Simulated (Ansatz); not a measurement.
The starting structures come from a database of crystals and need not be the phases stable at ambient conditions.

 Where the default PAW files enter, the runs use the earlier of Ansatz's two default sets.

The decay constant κ of evanescent states in the gap governs leakage through a thin film.

Here is the system:

```xyz
12
Lattice="3.9054 0.0000 0.0000 -1.9527 5.4597 0.0000 0.0000 0.0000 12.6727" Properties=species:S:1:pos:R:3 pbc="T T T"
Si     1.9527     2.8093    11.9771
Si     0.0000     2.6505     0.6956
Si     0.0000     2.6505     5.6408
Si     1.9527     2.8093     7.0320
Si     0.0000     4.6811     1.9930
Si     1.9527     0.7787    10.6797
Si     1.9527     0.7787     8.3294
Si     0.0000     4.6811     4.3433
Si     1.9527     5.1460    11.5242
Si     0.0000     0.3137     1.1485
Si     0.0000     0.3137     5.1878
Si     1.9527     5.1460     7.4849
```

Space group of this cell: Cmcm. The cell is strained (lengths across the current scaled by 1.02, ions clamped); by r2SCAN its mean pressure is -3.1 GPa.

Transport runs along the normal of the first two printed cell vectors.

The gap is the functional's own, uncorrected, and κ follows it; spin-orbit coupling is left out. Mid-gap values are interpolated between the computed energies.

Problem. State the band gap and the smallest decay constant κ at mid-gap according to Ansatz (a program for electronic structure) with r2SCAN.

Solution. Gap 0.72 eV on a 8×8×4 mesh; κ = 0.151 1/Å, at the zone centre.
